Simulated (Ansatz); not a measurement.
## Volume per atom of PbZrO3 (Amm2, No. 38, 5 atoms in the cell; start mp-20337; a measured phase of this formula has another space group) at several levels of theory

No measured value is used here.

```csv
level (code),value (Å³/atom)
LDA (Ansatz),14.10
PBEsol (Ansatz),(withheld)
r²SCAN (Ansatz),14.68
r²SCAN-D4 (Ansatz),14.57
r²SCAN+rVV10 (Ansatz),14.52
```

### Question
What belongs in the gaps?

### Answer

- PBEsol (Ansatz, a program for electronic structure), value (Å³/atom): 14.46

Density-functional levels without +SOC have no spin–orbit coupling. LDA, PBEsol, r²SCAN, r²SCAN-D4, r²SCAN+rVV10: the relaxation could not lower the start's symmetry, so the cell can be a saddle point above a distorted one. Ansatz's density-functional and Hartree–Fock values are scalar-relativistic unless marked +SOC, with PAW data made under PBE.

A start named mp-… is a Materials Project structure, which need not be a measured phase.
